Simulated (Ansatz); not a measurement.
Base system: ZnS (space group P4_2/mnm, No. 136; a = 6.518 Å, c = 3.808 Å; a hypothetical phase, not in the database extracts checked).

Levels (all Ansatz, a quantum-chemistry and plane-wave program, PAW): PBEsol (420 eV, no SOC); HSE06 (420 eV, no spin-orbit coupling).

The geometry is relaxed with PBEsol.

| Quantity | Result |
|---|---|
| PBEsol lowest conduction level above the VBM at special points | Γ 2.24 eV; A 3.14 eV; X 3.60 eV |

**Question.** Predict the lowest conduction level above the VBM at special points from HSE06.

**Answer.** The lowest conduction level above the VBM at special points goes from Γ 2.24 eV; A 3.14 eV; X 3.60 eV to Γ 3.60 eV; A 4.43 eV; X 4.97 eV.

Single points use the geometry relaxed with PBEsol. The levels and masses belong to the bands next to the band gap. Stability against distortions was not tested.
